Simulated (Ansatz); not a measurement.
Consider interstitial Cu in diamond, charge state +1. These are PBE, PAW (plane waves to 420 eV; Ansatz, a quantum-chemistry and plane-wave program) values and carry that method's errors.

Settings: 216 host sites, the relaxed PBE lattice, the Γ point alone, smearing 0.01 eV, spin-restricted, no image-charge correction. Static, classical nuclei. The host's phase is taken as given; its stability against other phases was not computed. The charge state is imposed; whether it is stable for some Fermi level was not computed. Sites that were not tried may lie lower.

Barriers: single points on a 2×2×2 k-point mesh shifted by half a step at the bands' geometries.

Relaxed starting cell (atoms counted from 1):

```
CuC216
1.0
   10.71465     0.00000     0.00000
    0.00000    10.71465     0.00000
    0.00000     0.00000    10.71465
C Cu
216 1
Cartesian
 -0.00149   0.00430   1.78334
  0.01030   0.01606   5.35277
 -0.00137   0.00444   8.92939
 -0.00152   3.57128   1.78757
 -0.00135   3.57113   5.35620
  0.01011   3.55964   8.93281
  0.00357   7.14511   1.78545
  0.01451   7.14689   5.34328
  0.01441   7.14335   8.94226
  3.56550   0.00425   1.78763
  3.56537   0.00440   5.35624
  3.55373   0.01602   8.93285
  3.56548   3.57127   1.78340
  3.55375   3.55950   5.35281
  3.56528   3.57109   8.92944
  3.56043   7.14509   1.78553
  3.54962   7.14329   5.34341
  3.54946   7.14684   8.94238
  7.13932   0.00933   1.78547
  7.14114   0.02023   5.34333
  7.13754   0.02026   8.94233
  7.13931   3.56620   1.78548
  7.13755   3.55532   5.34336
  7.14104   3.55534   8.94228
  7.13931   7.14509   1.78549
  7.13964   7.14509   5.21851
  7.13905   7.14501   9.06681
  0.89036   2.67938   0.89387
  0.88973   2.68005   4.46180
  0.89498   2.67478   8.03764
  0.89499   6.25026   0.89850
  0.89545   6.25130   4.45604
  0.89688   6.24865   8.03925
  0.88974   9.82611   0.89322
  0.89491   9.82848   4.45943
  0.89541   9.83186   8.03661
  4.45830   2.68002   0.89325
  4.45596   2.67490   4.45946
  4.45253   2.67432   8.03664
  4.45254   6.25128   0.89896
  4.43525   6.24524   4.43877
  4.42285   6.24057   8.04736
  4.45595   9.82845   0.89837
  4.45871   9.82572   4.46220
  4.43516   9.84924   8.04271
  8.03414   2.67476   0.89849
  8.03312   2.67436   4.45606
  8.03574   2.67289   8.03926
  8.03574   6.24864   0.90041
  8.04382   6.24065   4.42638
  8.14578   6.13801   8.14972
  8.03312   9.83184   0.89887
  8.03924   9.84934   4.43856
  8.04379   9.86153   8.04727
 -0.00154   1.78569   0.00196
 -0.00149   1.78991   3.56896
  0.00356   1.78782   7.14280
  0.01012   5.35509   0.01364
 -0.00134   5.35850   3.56881
  0.01441   5.34565   7.14454
 -0.00135   8.93171   0.00214
  0.01034   8.93514   3.55717
  0.01447   8.94460   7.14100
  3.56547   1.78988   0.00202
  3.56551   1.78564   3.56900
  3.56041   1.78777   7.14282
  3.56529   5.35848   0.00218
  3.55379   5.35507   3.55731
  3.54948   5.34556   7.14109
  3.55373   8.93511   0.01378
  3.56540   8.93167   3.56889
  3.54958   8.94454   7.14463
  7.13930   1.78779   0.00705
  7.13932   1.78778   3.56392
  7.13932   1.78778   7.14282
  7.14102   5.34561   0.01796
  7.13756   5.34558   3.55301
  7.13905   5.22121   7.14275
  7.13751   8.94454   0.01791
  7.14114   8.94459   3.55303
  7.13955   9.06952   7.14285
  0.89040   0.89617   2.67710
  0.89508   0.90086   6.24795
  0.88968   0.89551   9.82380
  0.88971   4.46410   2.67774
  0.89541   4.45837   6.24901
  0.89478   4.46175   9.82617
  0.89511   8.03995   2.67240
  0.89695   8.04156   6.24635
  0.89540   8.03890   9.82955
  4.45833   0.89547   2.67779
  4.45258   0.90119   6.24903
  4.45592   0.90062   9.82621
  4.45595   4.46172   2.67267
  4.43511   4.44087   6.24298
  4.45856   4.46436   9.82355
  4.45261   8.03887   2.67211
  4.42310   8.04940   6.23857
  4.43508   8.04495   9.84707
  8.03417   0.90087   2.67238
  8.03580   0.90273   6.24636
  8.03309   0.90124   9.82956
  8.03311   4.45834   2.67203
  8.04367   4.42884   6.23842
  8.03908   4.44104   9.84688
  8.03581   8.04156   2.67052
  8.14741   8.15246   6.13521
  8.04365   8.04943   9.85907
  1.77987   0.00429   0.00199
  1.78415   0.00427   3.56899
  1.78200   0.00934   7.14281
  1.78406   3.57127   0.00199
  1.77989   3.57127   3.56898
  1.78196   3.56621   7.14282
  1.78196   7.14510   0.00707
  1.78204   7.14509   3.56393
  1.78199   7.14510   7.14282
  5.34928   0.01599   0.01375
  5.35276   0.00440   3.56886
  5.33985   0.02021   7.14461
  5.35269   3.57109   0.00218
  5.34930   3.55952   3.55728
  5.33981   3.55527   7.14108
  5.33978   7.14685   0.01800
  5.33989   7.14330   3.55310
  5.21517   7.14493   7.14319
  8.92590   0.00444   0.00211
  8.92937   0.01608   3.55717
  8.93887   0.02029   7.14102
  8.92930   3.55962   0.01363
  8.92592   3.57112   3.56881
  8.93873   3.55539   7.14457
  8.93873   7.14335   0.01789
  8.93888   7.14688   3.55295
  9.06347   7.14529   7.14251
  2.67361   2.67938   2.67711
  2.66893   2.67471   6.24797
  2.67421   2.68003   9.82383
  2.66895   6.25025   2.67245
  2.66707   6.24862   6.24639
  2.66849   6.25129   9.82960
  2.67431   9.82608   2.67780
  2.66860   9.83182   6.24904
  2.66912   9.82848   9.82620
  6.24447   2.67471   2.67245
  6.24286   2.67282   6.24637
  6.24548   2.67435   9.82957
  6.24288   6.24863   2.67058
  6.13223   6.13724   6.13614
  6.23481   6.24061   9.85922
  6.24555   9.83183   2.67207
  6.23499   9.86142   6.23847
  6.23945   9.84925   9.84700
  9.82032   2.68006   2.67773
  9.82604   2.67439   6.24900
  9.82265   2.67497   9.82615
  9.82610   6.25130   2.67200
  9.85568   6.24070   6.23834
  9.84332   6.24529   9.84684
  9.82273   9.82850   2.67258
  9.84359   9.84936   6.24291
  9.81999   9.82577   9.82348
  1.78199   1.78778   1.78549
  1.78202   1.78777   5.35550
  1.78193   1.78779   8.93013
  1.78196   5.35778   1.78548
  1.78061   5.35534   5.35306
  1.78333   5.35535   8.93257
  1.78204   8.93241   1.78550
  1.78343   8.93485   5.35307
  1.78059   8.93486   8.93257
  5.35200   1.78775   1.78552
  5.34957   1.78637   5.35307
  5.34954   1.78915   8.93259
  5.34955   5.35534   1.78412
  5.29713   5.30277   5.30070
  5.35179   5.35760   8.93032
  5.34958   8.93484   1.78691
  5.35203   8.93242   5.35552
  5.29699   8.98735   8.98516
  8.92663   1.78781   1.78543
  8.92908   1.78920   5.35304
  8.92904   1.78641   8.93254
  8.92905   5.35535   1.78685
  8.92674   5.35769   5.35536
  8.98122   5.30314   8.98480
  8.92908   8.93487   1.78406
  8.98183   8.98755   5.30030
  8.92671   8.93249   8.93019
  2.67360   0.89615   0.89389
  2.67430   0.89548   4.46182
  2.66891   0.90084   8.03766
  2.67423   4.46409   0.89323
  2.66915   4.46172   4.45945
  2.66850   4.45832   8.03663
  2.66893   8.03994   0.89857
  2.66863   8.03888   4.45612
  2.66705   8.04154   8.03930
  6.24446   0.90082   0.89855
  6.24554   0.90119   4.45608
  6.24286   0.90271   8.03929
  6.24549   4.45833   0.89895
  6.23948   4.44092   4.43868
  6.23482   4.42875   8.04726
  6.24285   8.04153   0.90043
  6.23503   8.04945   4.42655
  6.13186   8.15187   8.15071
  9.82031   0.89552   0.89318
  9.82272   0.90066   4.45941
  9.82608   0.90126   8.03658
  9.82265   4.46174   0.89829
  9.82001   4.46441   4.46211
  9.84332   4.44108   8.04260
  9.82605   8.03890   0.89888
  9.84364   8.04501   4.43850
  9.85565   8.04949   8.04718
  7.13924   7.14647   7.14193
```
Cell charge +1.

End state 1 differs by these moves (Å; atoms that move under 0.08 Å are left out):

```json
[
 {"atom": "26", "element": "C", "Δx": "0.01", "Δy": "0.01", "Δz": "0.10"},
 {"atom": "27", "element": "C", "Δx": "0.12", "Δy": "0.12", "Δz": "-0.03"},
 {"atom": "42", "element": "C", "Δx": "-0.10", "Δy": "0.01", "Δz": "-0.01"},
 {"atom": "51", "element": "C", "Δx": "0.03", "Δy": "0.11", "Δz": "-0.12"},
 {"atom": "78", "element": "C", "Δx": "0.12", "Δy": "0.02", "Δz": "-0.12"},
 {"atom": "81", "element": "C", "Δx": "0.01", "Δy": "-0.10", "Δz": "-0.01"},
 {"atom": "96", "element": "C", "Δx": "-0.05", "Δy": "-0.05", "Δz": "0.05"},
 {"atom": "107", "element": "C", "Δx": "-0.11", "Δy": "-0.11", "Δz": "0.11"},
 {"atom": "126", "element": "C", "Δx": "0.03", "Δy": "0.11", "Δz": "-0.12"},
 {"atom": "135", "element": "C", "Δx": "-0.10", "Δy": "0.01", "Δz": "-0.01"},
 {"atom": "149", "element": "C", "Δx": "0.12", "Δy": "0.12", "Δz": "-0.03"},
 {"atom": "150", "element": "C", "Δx": "0.01", "Δy": "0.01", "Δz": "0.10"},
 {"atom": "177", "element": "C", "Δx": "-0.11", "Δy": "-0.11", "Δz": "0.11"},
 {"atom": "188", "element": "C", "Δx": "-0.05", "Δy": "-0.05", "Δz": "0.05"},
 {"atom": "204", "element": "C", "Δx": "0.01", "Δy": "-0.10", "Δz": "-0.01"},
 {"atom": "207", "element": "C", "Δx": "0.12", "Δy": "0.02", "Δz": "-0.12"},
 {"atom": "217", "element": "Cu", "Δx": "-0.89", "Δy": "-0.90", "Δz": "0.89"}
]
```

Q: What forward and backward barriers to end state 1 does PBE, PAW give?

A: forward 0.37 eV, backward 0.37 eV; at the saddle point atom 217 has neighbours 6 C at 1.74 Å. The saddle point's order was not checked, and it lies on a symmetry element of the cell, where a band can be held.
